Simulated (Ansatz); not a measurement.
# Step by step: surface energy of the Ge(111) slab with 2 Cl, the mean of its two faces, with the listed reservoirs for the atoms in excess

We look at the surface energy of the Ge(111) slab with 2 Cl, the mean of its two faces, with the listed reservoirs for the atoms in excess. Reaction: 10 Ge (diamond) + Cl2 (gas) → cell A.

A: a slab of Ge (diamond, Fd-3m) cut along (111), 12 atoms, hexagonal cell of 4.07 Å (14.4 Å²), symmetry P-3m1, 18.4 Å thick under 16 Å of vacuum, in-plane vectors held at the crystal's; planes from bottom to top: Cl | Ge × 10 | Cl; added, foreign or displaced atoms, above the top plane and below the bottom plane: two times Cl bound to 1 Ge at 2.18 Å; spin state with PBE: run without spin.

Setting: static, neutral cells in Ansatz (PAW) whose structures rest at the PBE level. Ansatz (a quantum-chemistry and plane-wave program) runs with its default PAW set. Other levels take these structures. The lattices are those relaxed with PBE, so at other levels the solids can be strained, which adds to the spread. A dispersion term (D3(BJ), or D4 for r2SCAN) was computed beside these levels and is taken off wherever the name lacks it. Cell A has symmetry P-3m1 and got no random move, so less symmetric positions, which may lie lower, weren't tried.

Total energies of the cells in eV, at zero smearing width. They compare only within one column; the weights balance every element.

```json
[
 {"cell": "A: Ge(111) slab with 2 Cl", "atoms": "12", "weight": "+1", "PBE": "-45110.99696", "RPBE": "-45175.93880"},
 {"cell": "Ge (diamond)", "atoms": "2", "weight": "−5", "PBE": "-8589.96215", "RPBE": "-8601.41679"},
 {"cell": "Cl2 (gas)", "atoms": "2", "weight": "−1", "PBE": "-2158.88836", "RPBE": "-2166.61721"}
]
```

PBE: (-45110.99696) − 5 × (-8589.96215) − (-2158.88836) = -2.2979 eV; dividing by 2 × 14.373 Å² and converting at 16.022 J/m² per eV/Å² gives -1.28 J/m².

RPBE: (-45175.93880) − 5 × (-8601.41679) − (-2166.61721) = -2.2376 eV; dividing by 2 × 14.373 Å² and converting at 16.022 J/m² per eV/Å² gives -1.25 J/m².
